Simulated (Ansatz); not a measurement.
Consider an 8-atom supercell of AlRu in the CsCl type structure (space group Pm-3m, No. 221) at its relaxed geometry.

```yaml
crystal:
  lattice:
    - [3.00352, -3.00352, -3.00352]
    - [-3.00352, 3.00352, -3.00352]
    - [3.00352, 3.00352, 3.00352]
  atoms:
    - { symbol: Al, position: [0.50000, 0.50000, 0.00000] }
    - { symbol: Al, position: [0.00000, 0.00000, 0.00000] }
    - { symbol: Al, position: [0.00000, 0.50000, 0.50000] }
    - { symbol: Al, position: [0.50000, 0.00000, 0.50000] }
    - { symbol: Ru, position: [0.50000, 0.50000, 0.50000] }
    - { symbol: Ru, position: [0.00000, 0.00000, 0.50000] }
    - { symbol: Ru, position: [0.00000, 0.50000, 0.00000] }
    - { symbol: Ru, position: [0.50000, 0.00000, 0.00000] }
```

Level of theory: PBE/PAW in Ansatz (a program for electronic structure), no spin-orbit coupling, earlier PAW set.

One neutral defect a cell, atoms relaxed at fixed cell.

One change was made to it. Results:

The largest displacement of a host atom from its site in the perfect cell amounts to 0.40 Å; the pressure rises by 20.0 GPa (0.1 GPa → 20.1 GPa).

**Question.** Which change produced these results?
A. Ru vacancy
B. Ru interstitial (started 1.50 Å from the nearest host atom)
C. Al vacancy
D. Al on a Ru site (antisite), symmetric start
E. Sb on a Ru site

**Answer.** E, Sb on a Ru site. For comparison, the pressure in the other runs: Ru interstitial (started 1.50 Å from the nearest host atom) gives 61.5 GPa; Al vacancy gives -10.0 GPa; Al on a Ru site (antisite), symmetric start gives 4.0 GPa; Ru vacancy gives -4.6 GPa.

The cell is small, so the values are those of an ordered compound at a high defect concentration; dilute-limit values will differ. Defects with a symmetric start kept the site's symmetry and may sit on a saddle; the others started slightly shaken. All final runs are without spin polarisation.
